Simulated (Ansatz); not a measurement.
Input and output of a relaxation of cell and atoms for LuHg (Pm-3m, 2 atoms in the cell) (Ansatz, a program for electronic structure).

Computed with LDA (PW92), default PAW files made with PBE (plane waves; Ansatz).

The change in words: atoms on their sites; basis.ecutwfc: 420 eV → 210 eV; relax: default → cell and atoms. Reference geometry:
```
CELL_PARAMETERS angstrom
      3.62808     0.00000     0.00000
      0.00000     3.62808     0.00000
      0.00000     0.00000     3.62808
ATOMIC_POSITIONS crystal
  Lu 0.50000 0.50000 0.51378
  Hg 0.00000 0.00000 0.00000
```

Reference input (self-consistent single point, DFT, LDA (PW92), plane waves, default PAW files made with PBE): basis.ecutwfc = 420 eV; kpoints.mp_grid.grid = 9 9 9; hamiltonian.xc = lda; hamiltonian.pseudopotentials = {kind: paw} (the program's default PAW files); scf.occupations.method = gaussian; scf.occupations.width = 0.1 eV. This run's input differs from it in these lines:

Ansatz 0.2 input:
```diff
@@ -7,6 +7,6 @@
   atoms:
-    - { symbol: Lu, position: [0.500000, 0.500000, 0.513781] }
+    - { symbol: Lu, position: [0.500000, 0.500000, 0.500000] }
     - { symbol: Hg, position: [0.000000, 0.000000, 0.000000] }
 basis:
-  ecutwfc: 420.0 eV
+  ecutwfc: 210.0 eV
 kpoints:
@@ -18,2 +18,4 @@
   occupations: { method: gaussian, width: 0.1 eV }
+relax:
+  cell: {}
 output:
```

Output (repeated stretches shortened):

```
   [... SCF lines of the steps left out ...]
relax step   1: F+E_penalty+E_count = -28003.44112636 eV  Δ(F+E_penalty+E_count) = +0.000e0 eV  max|allowed force component| = 1.657e-28 eV/Å  Δτ_max = 0.0000 Å  P = -1.592 GPa  Ω = 47.756 Å³  (8 SCF iters, dr2 threshold 1.00e-7 eV, accepted)
relax step   2: F+E_penalty+E_count = -28005.81306005 eV  Δ(F+E_penalty+E_count) = -2.372e0 eV  max|allowed force component| = 7.231e-31 eV/Å  Δτ_max = 0.0000 Å  P = +33.947 GPa  Ω = 46.056 Å³  energy of the carried Pulay correction = +2.543e0 eV  [...]
   [... lines left out ...]
relax step 120: F+E_penalty+E_count = -28003.62982896 eV  Δ(F+E_penalty+E_count) = -1.740e-2 eV  max|allowed force component| = 7.231e-30 eV/Å  Δτ_max = 0.0000 Å  P = +0.014 GPa  Ω = 44.997 Å³  energy of the carried Pulay correction = +8.427e-2 eV  [...]
relax step 121: F+E_penalty+E_count = -28003.62982896 eV  Δ(F+E_penalty+E_count) = -7.276e-12 eV  max|allowed force component| = 4.733e-30 eV/Å  Δτ_max = 0.0000 Å  P = -1.220 GPa  Ω = 44.997 Å³  stress off target by 1.22e0 GPa  SCF on the basis [...]
basis re-selected at this cell: Δ(F+E_penalty+E_count) = -7.276e-12 eV, ΔP = -1.234 GPa vs the last step
   [... lines left out ...]
Free energy (F): -28003.629829 eV
Fermi energy:    17.309956 eV
Error: variable-cell relaxation did not converge after 121 `relax_step` rows, as none of its last 46 fresh-basis SCF(s) at a relaxed cell met both thresholds with a finite energy. The last misses `relax.cell.stress_tol`: largest allowed force component 4.73e-30 eV/Å (`relax.f_tol` 1.00e-2 eV/Å), stress off the target on the free part of the cell 1.22e0 GPa (`relax.cell.stress_tol` 5.00e-2 GPa), F+E_penalty+E_count -28003.62982896 eV. The closest is row 86, whose structure comes with this error. Larger ratio of force or stress to its threshold at each such SCF whose figures are numbers: 45.868, 40.700, 21.116, 34.632, 37.686, 36.467, 34.027, 22.261, 39.259, 22.444, 31.664, 40.423, [...]
   [... lines left out ...]
to start a new deck from the relaxed geometry:
  cell:  # Å, volume = 45.4724 Å³
    - [3.569296082529122, -5.012684070098497e-32, 3.5414039940933e-33]
    - [-4.821696017280096e-32, 3.569296082529122, 9.198321661474454e-33]
    - [3.7339969885320235e-33, 9.198321661474454e-33, 3.569296082529122]
  atoms:
    - { symbol: Lu, position: [0.5, 0.5, 0.5] }
    - { symbol: Hg, position: [1.4989940570136263e-46, -4.400485803772439e-48, 3.3946604771958826e-47] }
```

The relaxation ended unconverged. 

The starting cell comes from a database of computed structures (which also holds hypothetical and non-ambient phases and stackings), without a prior relaxation at this level. Its lattice was rescaled by up to half a per cent. The cutoff lies below the one recommended for these files.

Cost on one core of a shared machine: roughly 2 min.
